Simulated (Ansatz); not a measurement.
The starting structures come from a database of crystals and need not be the phases stable at ambient conditions.

Tunnelling through a barrier is set by its complex band structure: the current falls as exp(−2κd) with the smallest κ.

Input:

```
CELL_PARAMETERS angstrom
      6.50459     0.00000     0.00000
     -3.25230     5.63314     0.00000
      3.25230     1.87771     5.31098
ATOMIC_POSITIONS crystal
  K  0.00000 0.50000 0.50000
  Rb 0.50000 0.25000 0.25000
  Rb 0.50000 0.75000 0.75000
  Sc 0.00000 0.00000 0.00000
  F  0.00000 0.77859 0.22141
  F  0.00000 0.22141 0.77859
  F  0.00000 0.22141 0.22141
  F  0.00000 0.77859 0.77859
  F  0.55718 0.77859 0.22141
  F  0.44282 0.22141 0.77859
```

Space group of this cell: Fm-3m. The cell is taken as given; by r2SCAN its mean pressure is -2.4 GPa.

Transport runs along the normal of the first two printed cell vectors, the (111) plane of the conventional cell.

No gap correction and no spin-orbit coupling; mid-gap values are interpolated between computed energies.

Question: Predict the band gap and the smallest decay constant κ at mid-gap from r2SCAN (Ansatz, an electronic-structure program).

Answer: Gap 7.14 eV on a 8×8×8 mesh; κ = 0.558 1/Å, at the zone centre.
